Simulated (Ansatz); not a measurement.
## CdO (model structure, started from the h-BN type, P6₃/mmc, No. 194, 4 atoms in the cell)

Method: PBEsol (PAW; Ansatz, an electronic-structure program).

Numerical settings: plane-wave cutoff 500 eV, 18×18×6 k mesh (along the axes of the cell as run), Fermi–Dirac smearing 0.05 eV, scalar-relativistic PAW data made under PBE.

Cell (relaxed at this level):

Space group P6₃/mmc (No. 194); a = b = 3.8469 Å, c = 4.7316 Å, α = β = 90.00°, γ = 120.00°

```
atom  site  symmetry       x       y       z
----  ----  --------  ------  ------  ------
Cd      2c      -6m2  0.3333  0.6667  0.2500
O       2d      -6m2  0.6667  0.3333  0.2500
```

| Property | Value |
|---|---|
| band gap | none |

Note: the relaxation could raise the start's symmetry but not lower it, so the cell can be a saddle point.

Spin–orbit coupling is not included.

Static lattice: no zero-point or thermal effects.

A model structure was made by putting elements into a prototype or built by hand; it is no filed structure, need not be a known phase, and can be a saddle point held by its symmetry.
